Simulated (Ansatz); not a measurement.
Given:

```
O2Si
1.0
    4.94871     0.00000     0.00000
   -2.47435     4.28570     0.00000
    0.00000     0.00000     5.44118
Si O
3 6
Direct
  0.00000   0.47038   0.33333
  0.52962   0.52962   0.00000
  0.47038   0.00000   0.66667
  0.14567   0.73310   0.54777
  0.26690   0.41257   0.21444
  0.58743   0.85433   0.88110
  0.73310   0.14567   0.45223
  0.41257   0.26690   0.78556
  0.85433   0.58743   0.11890
```

Calculation: PBEsol, rigid bands (plane waves, PAW, scalar-relativistic; Ansatz, a quantum-chemistry and plane-wave program). How the cell was made: cell and atoms relaxed with PBEsol.

Q: Predict the electron conductivity mass (n e² τ/σ) at 300 K, by direction if it differs.

A: 0.51 (x), 0.51 (y), 0.50 (z) mₑ.

Q: What conductivity effective mass do dilute holes have at 300 K?

A: 9.5 (x), 9.5 (y), 2.5 (z) mₑ.

Q: And the band gap?

A: 5.72 eV at this level; semilocal functionals usually fall short of the measured gap.

Rigid bands, one relaxation time for all states, no polarons. Spin-orbit coupling is left out; where it splits the top of the valence band it changes the hole mass and lowers the gap by about a third of the splitting.
